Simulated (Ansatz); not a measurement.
PdTe (model structure, within 0.1 Å of Pm-3m, No. 221, 2 atoms in the cell), treated with PBEsol (plane waves, PAW; Ansatz, a program for electronic structure).

Run with plane-wave cutoff 520 eV, 18×18×14 k mesh (along the axes of the cell as run), Fermi–Dirac smearing 0.05 eV, scalar-relativistic PAW data made under PBE.

Cell (relaxed at this level):

```xyz
2
Lattice="3.3957 0.0000 0.0000 0.0000 3.3957 0.0000 0.0000 0.0000 3.3837" Properties=species:S:1:pos:R:3 pbc="T T T"
Pd     0.0000     0.0000     0.0000
Te     1.6978     1.6978     1.6918
```

What does this level give for the bulk modulus B0?


- bulk modulus B0 = 123 GPa

The run finds no gap.

Note: the bulk modulus is −V dP/dV from two relaxed cells at ±2 % in volume.

Spin–orbit coupling is not included; it can open a gap where bands touch, and shift volumes and moduli.

Static lattice: no zero-point or thermal effects.

A model structure was made by putting elements into a prototype or built by hand; it is no filed structure, need not be a known phase, and can be a saddle point held by its symmetry.
